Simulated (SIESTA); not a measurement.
SIESTA run on KI (Fm-3m, 2 atoms in the cell): self-consistent single point.

Method of the run: GGA PBE, numerical atomic orbitals DZP, PseudoDojo PBE standard norm-conserving potentials (rewritten from UPF to PSML) run with SIESTA.

The change in words: lattice scaled by 0.98. Reference geometry:
```
CELL_PARAMETERS angstrom
      0.00000     3.55660     3.55660
      3.55660     0.00000     3.55660
      3.55660     3.55660     0.00000
ATOMIC_POSITIONS crystal
  K  0.00000 0.00000 0.00000
  I  0.50000 0.50000 0.50000
```

Reference input (self-consistent single point, DFT, GGA PBE, numerical atomic orbitals DZP, PseudoDojo PBE standard norm-conserving potentials (rewritten from UPF to PSML)): XC.functional = GGA; XC.authors = PBE; potentials = PseudoDojo PBE standard; PAO.BasisSize = DZP; PAO.EnergyShift = 0.01 Ry; MeshCutoff = 300 Ry; kgrid.MonkhorstPack = 7 7 7; OccupationFunction = FD; ElectronicTemperature = 50 meV; MaxSCFIterations = 150; SCF.Mixer.Method = Broyden; SCF.Mixer.Weight = 0.2. This run's input differs from it in these lines:

```diff
@@ -12,5 +12,5 @@
 %block LatticeVectors
-     0.000000000    6.721009383    6.721009383
-     6.721009383    0.000000000    6.721009383
-     6.721009383    6.721009383    0.000000000
+     0.000000000    6.586589385    6.586589385
+     6.586589385    0.000000000    6.586589385
+     6.586589385    6.586589385    0.000000000
 %endblock LatticeVectors
@@ -19,3 +19,3 @@
      0.000000000    0.000000000    0.000000000  1
-     6.721009383    6.721009383    6.721009383  2
+     6.586589385    6.586589385    6.586589385  2
 %endblock AtomicCoordinatesAndAtomicSpecies
```

Output, abridged:

```
        iscf     Eharris(eV)        E_KS(eV)     FreeEng(eV)     dDmax    Ef(eV) dHmax(eV)
   scf:    1    -1173.053346    -1170.901764    -1170.901764  0.500033 -3.554444  2.184092
   scf:    2    -1170.962764    -1170.933013    -1170.933013  0.028913 -3.881387  1.590009
   scf:    3    -1170.989529    -1170.965091    -1170.965091  0.068971 -4.709282  0.129134
   scf:    4    -1170.966085    -1170.965613    -1170.965613  0.005857 -4.776083  0.048334
   scf:    5    -1170.965890    -1170.965770    -1170.965770  0.005136 -4.800350  0.009199
   [... 3 lines left out ...]
   scf:    9    -1170.965785    -1170.965784    -1170.965784  0.000607 -4.797426  0.001451
   scf:   10    -1170.965785    -1170.965785    -1170.965785  0.000330 -4.797225  0.000763
   scf:   11    -1170.965785    -1170.965785    -1170.965785  0.000171 -4.797200  0.000406
   scf:   12    -1170.965785    -1170.965785    -1170.965785  0.000084 -4.797222  0.000225
SCF Convergence by DM+H criterion
max |DM_out - DM_in|         :     0.0000843426
max |H_out - H_in|      (eV) :     0.0002246180
SCF cycle converged after 12 iterations

Using DM_out to compute the final energy and forces

siesta: E_KS(eV) =            -1170.9658

siesta: E_KS - E_eggbox =     -1170.9658

siesta: Atomic forces (eV/Ang):
     1    0.000000    0.000000    0.000000
     2    0.000000    0.000000   -0.000000
   Tot    0.000000    0.000000   -0.000000
   Max    0.000000
   Res    0.000000    sqrt( Sum f_i^2 / 3N )
   Max    0.000000    constrained

Stress tensor Voigt[x,y,z,yz,xz,xy] (kbar):      -14.39      -14.39      -14.39       -0.00       -0.00       -0.00
(Free)E + p*V (eV/cell)    -1170.2054
Target enthalpy (eV/cell)    -1170.9658

siesta: Program's energy decomposition (eV):
siesta: FreeEng =     -1170.965785

   [... lines left out ...]
siesta:    -0.008979   -0.000001   -0.000001
siesta:    -0.000001   -0.008979   -0.000001
siesta:    -0.000001   -0.000001   -0.008979

siesta: Cell volume =         84.686691 Ang**3

siesta: Pressure (static):
siesta:                Solid            Molecule  Units
siesta:           0.00009779          0.00009779  Ry/Bohr**3
siesta:           0.00897904          0.00897904  eV/Ang**3
siesta:          14.38600151         14.38600151  kBar
```

The run converged in 12 iterations. Against the reference run the free energy goes up by 14.1 meV/atom, the pressure goes from 0.35 to 1.44 GPa and the gap on the mesh goes from 3.928 to 4.083 eV.

The starting cell comes from a database of computed structures (which also holds hypothetical and non-ambient phases and stackings), without a prior relaxation at this level. Its lattice was rescaled by a random factor within 2.5 % of one. For this run, on top of that: lattice scaled by 0.98. Spin-orbit coupling is off. Values carry the incompleteness of an atom-centred basis. The basis of the alkali or alkaline-earth atoms may lack their empty d shell, which can raise the gap.
